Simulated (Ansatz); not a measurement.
The starting structures come from a database of crystals and need not be the phases stable at ambient conditions.

The decay constant κ of evanescent states in the gap governs leakage through a thin film.

Data:

```xyz
14
Lattice="7.1253 0.0000 0.0000 -3.4522 6.2331 0.0000 0.0000 0.0000 12.3757" Properties=species:S:1:pos:R:3 pbc="T T T"
Ba     1.8365     3.1166     9.2818
Ba     1.8365     3.1166     3.0939
In     4.5989     1.4754     0.0000
In    -0.9259     4.7577     0.0000
In    -0.9376     4.7379     6.1879
In     4.6106     1.4952     6.1879
Te     3.5626     0.0000    10.2029
Te     3.5626     0.0000     2.1728
Te    -1.7261     3.1166     8.3607
Te    -1.7261     3.1166     4.0151
Te     1.7702     1.2029     6.1879
Te     1.9028     5.0302     6.1879
Te     0.1946     2.1314     0.0000
Te     3.4785     4.1018     0.0000
```

Space group of this cell: Cccm. The cell is taken as given.

Transport runs along the normal of the first two printed cell vectors.

The gap is the functional's own, uncorrected, and κ follows it; spin-orbit coupling is left out. Mid-gap values are interpolated between the computed energies.

Task: Compute, with r2SCAN (Ansatz, a program for electronic structure), the band gap and the smallest decay constant κ at mid-gap.

Result: Gap 1.33 eV on a 6×6×4 mesh; κ = 0.180 1/Å, at the zone centre.
